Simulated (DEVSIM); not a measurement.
System: TaN/Si3N4/p-GaAs capacitor, at 300 K.

```tsv
layer (left to right)	material	thickness (nm)	Na (cm⁻³)
1	Si3N4	5.90	-
2	GaAs	490	1.7e18
```

Metal gate on the left, work function 4.4 eV. Fixed charge at the semiconductor interface 0 cm⁻² (in units of +e); no interface traps.

This is a model device: material constants are rounded textbook-type values typed into the input, and sizes, dopings and lifetimes were drawn at random. Values at 300 K.

| parameter | Si3N4 | GaAs |
|---|---|---|
| gap (eV) | 5.1 | 1.424 |
| affinity (eV) | 2.1 | 4.07 |
| permittivity | 7.5 | 12.9 |
| Nc (cm⁻³) | - | 4.7e17 |
| Nv (cm⁻³) | - | 9e18 |

Simulated with DEVSIM: 1D Poisson equation in equilibrium, Boltzmann statistics, complete ionisation; no quantum confinement or tunnelling. Metal contacts follow the ideal Schottky-Mott rule: no Fermi-level pinning, no interface dipoles.

Base results: capacitance of the dielectric stack (μF/cm²) 1.13; minimum of the low-frequency capacitance (μF/cm²) 0.270; flat-band voltage (V) -1.05.

Q: What follows from this one change: fixed charge 0 → -4.8e+12 cm^-2?

A: capacitance of the dielectric stack little changed (1.13 μF/cm²); minimum of the low-frequency capacitance little changed (0.274 μF/cm²); flat-band voltage -1.05 → -0.37 V.

Q: What follows from this one change: gate work function 4.4 → 4.7 eV?

A: capacitance of the dielectric stack little changed (1.13 μF/cm²); minimum of the low-frequency capacitance 0.270 → 0.276 μF/cm²; flat-band voltage -1.05 → -0.75 V.

Q: What follows from this one change: substrate doping 1.7e+18 → 3.4e+17 cm^-3?

A: capacitance of the dielectric stack little changed (1.13 μF/cm²); minimum of the low-frequency capacitance 0.270 → 0.147 μF/cm²; flat-band voltage -1.05 → -1.01 V.

Q: What follows from this one change: Si3N4 thickness 0.0059 → 0.005 μm?

A: capacitance of the dielectric stack 1.13 → 1.33 μF/cm²; minimum of the low-frequency capacitance 0.270 → 0.285 μF/cm²; flat-band voltage little changed (-1.05 V).
